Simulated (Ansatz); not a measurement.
## WC, response to strain

Start from WC (space group P-6m2, No. 187; a = 2.9127 Å, c = 2.8354 Å; relaxed with 0.1 eV smearing). Axes: x lies along a and z along c of the hexagonal cell.

Strains are applied to the cell and any free atomic positions relax; under stress the whole cell relaxes.

All numbers come from DFT with r2SCAN, PAW potentials and a 500 eV plane-wave cutoff in Ansatz (a program for electronic structure), no spin-orbit coupling.

Candidates:
(a) isotropic strain −0.52 %
(b) uniaxial strain ε_xx = +2.72 %
(c) uniaxial stress, 2 GPa tension along x
(d) isotropic strain −0.59 %

Notes on the quantities. energy relative to the base: free energy F.

Problem. Order them by energy relative to the base, lowest first.

Solution. (c) uniaxial stress, 2 GPa tension along x (+0.2 meV/atom), (a) isotropic strain −0.52 % (+3.3 meV/atom), (d) isotropic strain −0.59 % (+4.2 meV/atom), (b) uniaxial strain ε_xx = +2.72 % (+17 meV/atom)

Beyond what the load breaks, stability against distortions was not tested. All final runs are without spin polarisation.
